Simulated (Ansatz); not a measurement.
Consider BaTiO$_{3}$ (space group P4mm, No. 99; a = 3.955 Å, c = 4.044 Å). Axes: x, y, z lie along a, b, c of the conventional cell.

The change: uniaxial strain ε_yy = −2.96 %, all other strain components held at zero; the atoms relax in the strained cell.

Levels (all Ansatz, an electronic-structure program, PAW): PBEsol (420 eV, scalar-relativistic without spin-orbit coupling); r2SCAN (500 eV, spin-orbit coupling left out).

The geometry is relaxed with PBEsol.

* **PBEsol band gap**: 1.90 eV
* **PBEsol smallest direct gap**: 2.25 eV
* **PBEsol pressure**: 57.5 kbar

What does r2SCAN give at this geometry for the band gap, smallest direct gap and pressure?

The band gap grows by 0.42 eV to 2.32 eV; the smallest direct gap increases by 0.43 eV, from 2.25 eV to 2.68 eV; the pressure goes up by 38.27 kbar (57.5 kbar → 95.7 kbar).

Single points use the geometry relaxed with PBEsol. Their cutoffs differ, which shifts pressures a little. Whether these cells are dynamically stable was not tested. The final runs are not spin-polarised.
